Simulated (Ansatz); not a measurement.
An H-capped Ge nanowire along [110], 8 atoms a period besides the caps, stretched and compressed along its axis from its relaxed period of 4.061 Å, atoms relaxed at each length.

These are PBE (plane waves to 420 eV, PAW; Ansatz, a quantum-chemistry and plane-wave program) values and carry that method's errors. Mesh 1×1×8. No spin polarisation. Periodic along z alone, with about 11 Å of vacuum beside it. An idealised model, cut from the bulk lattice. Symmetry and one short period hold its shape; lower forms weren't sought. Values not marked SOC lack spin–orbit coupling. Buckling under compression is shut out by symmetry and the short period. Energies are free energies at a Fermi–Dirac width of 0.02 eV, from the unstrained cell.

```csv
strain (%),energy (meV a period),axial force (nN),PBE gap (eV)
-3.0,+76,-2.07,2.09
-1.5,+18,-0.98,2.06
0.0,0,+0.03,2.00
+1.5,+19,+0.95,1.93
+3.0,+71,+1.80,1.85
+6.0,+267,+3.29,1.68
```

The slope of the force at zero strain is 64 nN.
